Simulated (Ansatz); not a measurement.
MoP in the CsCl type structure (space group Pm-3m, No. 221; a hypothetical phase, not in the database extracts checked)

```cif
data_MoP
_chemical_formula_sum 'Mo1 P1'
_space_group_name_H-M_alt 'Pm-3m'
_space_group_IT_number 221
_space_group_name_Hall '-P 4 2 3'
_cell_length_a 3.00329
_cell_length_b 3.00329
_cell_length_c 3.00329
_cell_angle_alpha 90.000
_cell_angle_beta 90.000
_cell_angle_gamma 90.000
loop_
_atom_site_label
_atom_site_type_symbol
_atom_site_symmetry_multiplicity
_atom_site_Wyckoff_symbol
_atom_site_fract_x
_atom_site_fract_y
_atom_site_fract_z
_atom_site_occupancy
Mo1 Mo 1 a 0.00000 0.00000 0.00000 1
P1 P 1 b 0.50000 0.50000 0.50000 1
```

Computed with plane-wave PAW DFT at the PBE level (Ansatz, a quantum-chemistry and plane-wave program, 420 eV), no spin-orbit coupling. Settings: 15×15×15 k-points, 0.05 eV Fermi–Dirac smearing.

| Property | Value |
|---|---|
| Volume per atom | 13.54 Å³ |
| Density | 7.78 g/cm³ |
| Band gap | zero |
| Total energy | -2856.217 eV/atom (σ→0; compares only within this code and set-up) |

No phonon test of stability was made. The final runs are not spin-polarised. An odd electron count without spin: MoP.
